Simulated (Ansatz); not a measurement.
Reference: BeS (F-43m), PBEsol with spin-orbit coupling, rigid bands (plane waves, PAW; Ansatz, an electronic-structure program); axes and stresses refer to this cell.

```xyz
2
Lattice="0.0000 2.4189 2.4189 2.4189 0.0000 2.4189 2.4189 2.4189 0.0000" Properties=species:S:1:pos:R:3 pbc="T T T"
Be     0.0000     0.0000     0.0000
S      3.6284     3.6284     3.6284
```

The electron conductivity mass is 0.37 mₑ and the Seebeck coefficient, p-type 1e19 cm⁻³ is 368 μV/K. The Seebeck coefficient, n-type 1e19 cm⁻³ is -275 μV/K.

```
Change                                                  electron conductivity mass  Seebeck coefficient, p-type 1e19 cm⁻³  Seebeck coefficient, n-type 1e19 cm⁻³
------------------------------------------------------  --------------------------  -------------------------------------  -------------------------------------
biaxial stress xx = yy = -2 GPa (compression positive)                           …                               310 μV/K                              -193 μV/K
hydrostatic pressure -2 GPa                                                      …                               371 μV/K                              -276 μV/K
hydrostatic pressure 2 GPa                                                 0.36 mₑ                               367 μV/K                              -274 μV/K
uniaxial stress zz = -2 GPa (compression positive)                         0.37 mₑ                               340 μV/K                              -243 μV/K
uniaxial stress zz = 1 GPa (compression positive)                          0.37 mₑ                               351 μV/K                              -228 μV/K
uniaxial stress zz = 2 GPa (compression positive)                          0.37 mₑ                                      …                              -192 μV/K
```

Problem. What belongs in the gaps?

Solution. 
- biaxial stress xx = yy = -2 GPa (compression positive), electron conductivity mass: 0.38 mₑ
- hydrostatic pressure -2 GPa, electron conductivity mass: 0.37 mₑ
- uniaxial stress zz = 2 GPa (compression positive), Seebeck coefficient, p-type 1e19 cm⁻³: 307 μV/K

Masses are for dilute carriers at 300 K, harmonic means over directions unless an axis is named. Seebeck coefficients are for the stated density at 300 K, with one relaxation time for all states and whether or not that doping can be reached. Stresses and pressures are the targets of the relaxation.  The structure type is held under load, also where the real crystal would transform.
